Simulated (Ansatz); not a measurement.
Electronic density of states of amorphous Ga₂₄O₃₉Mo, density 4.89 g/cm³, on a 2×2×2 Γ-centred mesh with a Gaussian width of 0.1 eV; energies count from the Fermi level, whose place inside the gap is arbitrary. Cell and mesh are small, so fine structure isn't converged. Level of theory: PBE, scalar-relativistic without spin-orbit coupling (plane waves to 420 eV, PAW; Ansatz, a program for electronic structure). Sampling: a 2×2×2 Γ-centred mesh; Fermi-Dirac width 0.02 eV; no spin polarisation. At PBE the levels at both edges of the gap are localised (band-tail or defect states), and the nearest spread-out levels lie 2.3 eV apart at the zone centre.

Preparation: random packing, a CHGNet melt and quench, and a DFT relaxation. O atoms were pushed apart under 1.9 Å during the dynamics, to hinder bonds among them. The hot cell started wider than the set density and was brought back towards it in steps. It is the lowest in DFT energy of 2 quenches. It is a model cell: composition and starting density were chosen by hand, and all elements were melted together. No dispersion term was used. Its density started from a set value of 4.95 and ended at 4.89 g/cm³. Cooling (nominally 220 K/ps over its main leg) ran many orders faster than in experiment, which tends to leave more defects and strain. A cell of this size samples the disorder only roughly. Volume and shape were free in the relaxation.

(E - EF (eV), states/(eV atom)): (-12.00, 0.00); (-11.90, 0.00); (-11.80, 0.00); (-11.70, 0.00); (-11.60, 0.00); (-11.50, 0.00); (-11.40, 0.00); (-11.30, 0.00); (-11.20, 0.00); (-11.10, 0.00); (-11.00, 0.00); (-10.90, 0.00); (-10.80, 0.00); (-10.70, 0.00); (-10.60, 0.00); (-10.50, 0.00); (-10.40, 0.00); (-10.30, 0.00); (-10.20, 0.00); (-10.10, 0.00); (-10.00, 0.00); (-9.90, 0.00); (-9.80, 0.00); (-9.70, 0.00); (-9.60, 0.00); (-9.50, 0.00); (-9.40, 0.00); (-9.30, 0.00); (-9.20, 0.00); (-9.10, 0.00); (-9.00, 0.00); (-8.90, 0.00); (-8.80, 0.00); (-8.70, 0.00); (-8.60, 0.00); (-8.50, 0.00); (-8.40, 0.00); (-8.30, 0.00); (-8.20, 0.01); (-8.10, 0.08); (-8.00, 0.20); (-7.90, 0.26); (-7.80, 0.23); (-7.70, 0.22); (-7.60, 0.29); (-7.50, 0.33); (-7.40, 0.39); (-7.30, 0.40); (-7.20, 0.35); (-7.10, 0.33); (-7.00, 0.34); (-6.90, 0.37); (-6.80, 0.32); (-6.70, 0.29); (-6.60, 0.31); (-6.50, 0.31); (-6.40, 0.29); (-6.30, 0.31); (-6.20, 0.26); (-6.10, 0.27); (-6.00, 0.34); (-5.90, 0.38); (-5.80, 0.41); (-5.70, 0.41); (-5.60, 0.37); (-5.50, 0.29); (-5.40, 0.30); (-5.30, 0.36); (-5.20, 0.41); (-5.10, 0.46); (-5.00, 0.50); (-4.90, 0.55); (-4.80, 0.49); (-4.70, 0.49); (-4.60, 0.57); (-4.50, 0.63); (-4.40, 0.59); (-4.30, 0.59); (-4.20, 0.61); (-4.10, 0.62); (-4.00, 0.64); (-3.90, 0.65); (-3.80, 0.62); (-3.70, 0.57); (-3.60, 0.60); (-3.50, 0.64); (-3.40, 0.60); (-3.30, 0.61); (-3.20, 0.64); (-3.10, 0.59); (-3.00, 0.67); (-2.90, 0.73); (-2.80, 0.71); (-2.70, 0.73); (-2.60, 0.76); (-2.50, 0.81); (-2.40, 0.76); (-2.30, 0.79); (-2.20, 0.89); (-2.10, 0.97); (-2.00, 1.02); (-1.90, 1.04); (-1.80, 0.97); (-1.70, 0.99); (-1.60, 0.96); (-1.50, 0.74); (-1.40, 0.42); (-1.30, 0.24); (-1.20, 0.16); (-1.10, 0.16); (-1.00, 0.06); (-0.90, 0.01); (-0.80, 0.04); (-0.70, 0.15); (-0.60, 0.11); (-0.50, 0.02); (-0.40, 0.00); (-0.30, 0.00); (-0.20, 0.00); (-0.10, 0.00); (0.00, 0.00); (0.10, 0.00); (0.20, 0.00); (0.30, 0.00); (0.40, 0.00); (0.50, 0.02); (0.60, 0.11); (0.70, 0.16); (0.80, 0.06); (0.90, 0.01); (1.00, 0.00); (1.10, 0.00); (1.20, 0.00); (1.30, 0.00); (1.40, 0.02); (1.50, 0.12); (1.60, 0.15); (1.70, 0.07); (1.80, 0.06); (1.90, 0.07); (2.00, 0.12); (2.10, 0.14); (2.20, 0.08); (2.30, 0.07); (2.40, 0.09); (2.50, 0.08); (2.60, 0.09); (2.70, 0.09); (2.80, 0.08); (2.90, 0.09); (3.00, 0.10); (3.10, 0.10); (3.20, 0.10); (3.30, 0.15); (3.40, 0.14); (3.50, 0.11); (3.60, 0.13); (3.70, 0.17); (3.80, 0.25); (3.90, 0.24); (4.00, 0.16); (4.10, 0.17); (4.20, 0.23); (4.30, 0.24); (4.40, 0.24); (4.50, 0.24); (4.60, 0.21); (4.70, 0.25); (4.80, 0.33); (4.90, 0.34); (5.00, 0.29); (5.10, 0.29); (5.20, 0.29); (5.30, 0.30); (5.40, 0.28); (5.50, 0.30); (5.60, 0.37); (5.70, 0.34); (5.80, 0.30); (5.90, 0.29); (6.00, 0.32); (6.10, 0.28); (6.20, 0.20); (6.30, 0.25); (6.40, 0.30); (6.50, 0.31); (6.60, 0.35); (6.70, 0.33); (6.80, 0.32); (6.90, 0.27); (7.00, 0.32); (7.10, 0.35); (7.20, 0.33); (7.30, 0.34); (7.40, 0.39)

The gap between localised states on this mesh is 1.30 eV; the broadening fills part of it in the curve.
